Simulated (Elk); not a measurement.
Band structure of In3Ge (P6_3/mmc, 8 atoms in the cell).

```yaml
crystal:
  lattice:
    - [6.56542, 0.00000, 0.00000]
    - [-3.28271, 5.68582, 0.00000]
    - [0.00000, 0.00000, 5.21578]
  atoms:
    - { symbol: In, position: [0.34274, 0.17137, 0.75000] }
    - { symbol: In, position: [0.65726, 0.82863, 0.25000] }
    - { symbol: In, position: [0.17137, 0.34274, 0.25000] }
    - { symbol: In, position: [0.82863, 0.65726, 0.75000] }
    - { symbol: In, position: [0.82863, 0.17137, 0.75000] }
    - { symbol: In, position: [0.17137, 0.82863, 0.25000] }
    - { symbol: Ge, position: [0.66667, 0.33333, 0.25000] }
    - { symbol: Ge, position: [0.33333, 0.66667, 0.75000] }
```

Computed with PBEsol, all-electron FP-LAPW, Elk's shipped species files, default APW+lo basis in Elk 10.2.4.

Settings: xctype = 22; rgkmax = 7; stype = 0; swidth = 0.00734986 Ha; ngridk = 3 3 4.

The starting cell comes from a database of computed structures (which also holds hypothetical and non-ambient phases and stackings), without a prior relaxation at this level. Its lattice was rescaled by a random factor within 2.5 % of one. Values depend on the basis (sphere radii, cutoffs, local orbitals), which need not be converged.

Levels in eV from the Fermi level, bands 69 to 76:
```
point     69     70     71     72     73    74    75    76
-----  -----  -----  -----  -----  -----  ----  ----  ----
Γ      -0.63  -0.16  -0.15   0.24   0.41  0.42  0.93  0.95
M      -0.99  -0.92  -0.77  -0.66  -0.32  0.35  0.72  1.10
K      -2.34  -1.58   0.26   0.70   0.70  1.49  1.50  2.03
A      -3.29  -3.29  -3.12  -3.12   2.82  2.82  4.20  4.20
L      -0.46  -0.46   0.24   0.24   1.02  1.02  2.08  2.08
H      -1.00  -1.00   1.82   1.82   1.93  1.93  2.04  2.04
```

Bands cross the Fermi level along this path, so the cell is metallic at this level.
